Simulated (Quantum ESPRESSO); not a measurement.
**Short convergence ladders for YCu₂Ge₂ (I4mm, 5 atoms in the cell)**

```yaml
crystal:
  lattice:
    - [-2.00931, 2.00931, 5.12180]
    - [2.00931, -2.00931, 5.12180]
    - [2.00931, 2.00931, -5.12180]
  atoms:
    - { symbol: Y, position: [0.00488, 0.00488, 0.00000] }
    - { symbol: Cu, position: [0.75000, 0.25000, 0.50000] }
    - { symbol: Cu, position: [0.25000, 0.75000, 0.50000] }
    - { symbol: Ge, position: [0.61934, 0.61934, 0.00000] }
    - { symbol: Ge, position: [0.38066, 0.38066, 0.00000] }
```

Base method: LDA (PZ), PSlibrary ultrasoft (LDA) pseudopotentials (plane waves; Quantum ESPRESSO).

Base settings: ecutwfc = 55 Ry; ecutrho = 385 Ry; occupations = smearing; smearing = gauss; degauss = 0.0073499 Ry; K_POINTS = automatic 4 4 4 0 0 0; conv_thr = 1e-09 Ry.

The count of work is k-points × plane waves × bands × iterations; it is no time. Core times come from one kind of shared machine, to one figure; runs under 30 s give none.

**The plane-wave cutoff**

Moved along: ecutrho.

The mesh stays at the base's, so the ladder's end is converged at best in this setting alone.

Only quantities that move along the ladder and can be compared are tabulated.

| ecutwfc | free energy less the last step's (meV/atom) | pressure (GPa) | largest difference of a force vector from the last step's (eV/Å) | count of work / last |
|---|---|---|---|---|
| 19 Ry | 5485.85 | -213.21 | 0.099 | 0.071 |
| 25 Ry | 735.69 | -47.51 | 0.041 | 0.083 |
| 30 Ry | 108.85 | -12.03 | 0.007 | 0.11 |
| 38 Ry | 30.32 | -4.38 | 0.004 | 0.14 |
| 55 Ry | 5.64 | -4.47 | 0.001 | 0.25 |
| 132 Ry | 0.00 | -4.27 | 0.000 | 1.0 |

Coarsest ecutwfc that holds the forces within 0.005 eV/Å of the last step, with all finer ones: 38 Ry, at 0.14 of the last step's count of work; the step before is off by 0.007 eV/Å.

Coarsest ecutwfc that holds the pressure within 0.5 GPa of the last step, with all finer ones: 38 Ry, at 0.14 of the last step's count of work; the step before is off by 7.8 GPa.

Coarsest ecutwfc that holds the free energy within 5 meV/atom: not settled: the last two steps still differ by 5.6 meV/atom, over half the tolerance, so the ladder does not show it.

At the lowest cutoff the pressure lies 209 GPa under the last step's, the usual sign of Pulay stress in an incomplete plane-wave basis.

**The cutoff for other potential files**

Level: DFT, LDA (PW92), plane waves, PseudoDojo standard norm-conserving (LDA) pseudopotentials.

In this ladder: ecutrho = default; pseudopotentials = {Y: Y.upf, Cu: Cu.upf, Ge: Ge.upf}.

The second cell is the first with its lattice scaled by 0.98.

The mesh stays at the base's, so the ladder's end is converged at best in this setting alone.

Only quantities that move along the ladder and can be compared are tabulated.

| ecutwfc | free energy less the last step's (meV/atom) | energy of the compressed cell less the first (meV/atom) | pressure (GPa) | largest difference of a force vector from the last step's (eV/Å) | count of work / last | core time / last (rough) |
|---|---|---|---|---|---|---|
| 43 Ry | 25597.23 | 136.53 | -1013.59 | 0.287 | 0.12 | 0.10 |
| 66 Ry | 414.41 | -13.14 | -44.40 | 0.011 | 0.20 | 0.2 |
| 95 Ry | 0.61 | -13.05 | -5.22 | 0.000 | 0.35 | 0.4 |
| 190 Ry | 0.00 | -13.06 | -5.22 | 0.000 | 1.0 | 1 |

Coarsest ecutwfc that holds the forces within 0.005 eV/Å of the last step, with all finer ones: 95 Ry, at 0.35 of the last step's count of work and about 0.4 of the last step's time; the step before is off by 0.011 eV/Å.

Coarsest ecutwfc that holds the free energy within 5 meV/atom of the last step, with all finer ones: 95 Ry, at 0.35 of the last step's count of work and about 0.4 of the last step's time; the step before is off by 410 meV/atom.

Coarsest ecutwfc that holds the pressure within 0.1 GPa of the last step, with all finer ones: 95 Ry, at 0.35 of the last step's count of work and about 0.4 of the last step's time; the step before is off by 39 GPa.

The energy difference between the two cells stays within 1 meV/atom of the last step's from 66 Ry on, the total only from 95 Ry on: much of the error is common to both cells and cancels.

At the lowest cutoff the pressure lies 1010 GPa under the last step's, the usual sign of Pulay stress in an incomplete plane-wave basis.

**The cutoff for other potential files**

Level: DFT, LDA (PZ), plane waves, GBRV 1.5 ultrasoft (LDA) pseudopotentials.

In this ladder: pseudopotentials = {Y: y_lda_v1.4.uspp.F.UPF, Cu: cu_lda_v1.2.uspp.F.UPF, Ge: ge_lda_v1.4.uspp.F.UPF}. Moved along: ecutrho.

The second cell is the first with its lattice scaled by 0.98.

The mesh stays at the base's, so the ladder's end is converged at best in this setting alone.

Only quantities that move along the ladder and can be compared are tabulated.

| ecutwfc | free energy less the last step's (meV/atom) | energy of the compressed cell less the first (meV/atom) | pressure (GPa) | largest difference of a force vector from the last step's (eV/Å) | count of work / last | core time / last (rough) |
|---|---|---|---|---|---|---|
| 22 Ry | 11153.07 | -168.41 | -571.81 | 0.145 | 0.089 | – |
| 35 Ry | 63.57 | -10.30 | -9.87 | 0.007 | 0.19 | 0.3 |
| 50 Ry | 18.78 | -11.29 | -5.40 | 0.001 | 0.35 | 0.3 |
| 100 Ry | 0.00 | -11.22 | -5.07 | 0.000 | 1.0 | 1 |

Coarsest ecutwfc that holds the free energy within 5 meV/atom: not settled: the last two steps still differ by 19 meV/atom, over half the tolerance, so the ladder does not show it.

Coarsest ecutwfc that holds the energy of the compressed cell less the first within 2 meV/atom of the last step, with all finer ones: 35 Ry, at 0.19 of the last step's count of work and about 0.3 of the last step's time; the step before is off by 160 meV/atom.

Coarsest ecutwfc that holds the pressure within 1 GPa of the last step, with all finer ones: 50 Ry, at 0.35 of the last step's count of work and about 0.3 of the last step's time; the step before is off by 4.8 GPa.

At the lowest cutoff the pressure lies 567 GPa under the last step's, the usual sign of Pulay stress in an incomplete plane-wave basis.

On the base run: the starting cell comes from a database of computed structures (which also holds hypothetical and non-ambient phases and stackings), without a prior relaxation at this level. Its lattice was rescaled by up to half a per cent. One atom was moved a little off its site on purpose. Spin polarisation is off. In the base run, with a pressure of about -4 GPa the cell is away from its equilibrium volume at this level. Without a gap this mesh is coarse (it stands for a supercell whose shortest vector is 16 Å).
